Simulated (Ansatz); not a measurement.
## PbSe: isotropic strain −2.00 %

Base system: PbSe in the rock salt structure (space group Fm-3m, No. 225; a = 6.041 Å).

Now apply this change: an isotropic linear strain of −2.00 %; the atoms relax in the strained cell.

All numbers come from LDA (Ansatz, a quantum-chemistry and plane-wave program), spin-orbit coupling left out. Γ-centred 10×10×10 mesh, Fermi–Dirac width 0.05 eV.

```tsv
quantity	base	changed	shift
volume per atom	27.55 Å³	25.93 Å³	-1.62 Å³
space group	Fm-3m (No. 225)	Fm-3m (No. 225)	–
shortest interatomic distance	3.020 Å	2.960 Å	-0.060 Å
energy relative to the base (free energy F)	0 meV/atom	+19 meV/atom	+19 meV/atom
band gap (uncertain: the edges found look like a band crossing or inverted bands; the changed cell)	zero	0.19 eV	–
```

With Pb present, leaving out spin-orbit coupling can change the band edges. No phonon test of stability was made. The final runs are not spin-polarised. Gaps under 0.05 eV, about the width of the smearing, are given as zero. The zero or small gap of PbSe can change with the level of theory.
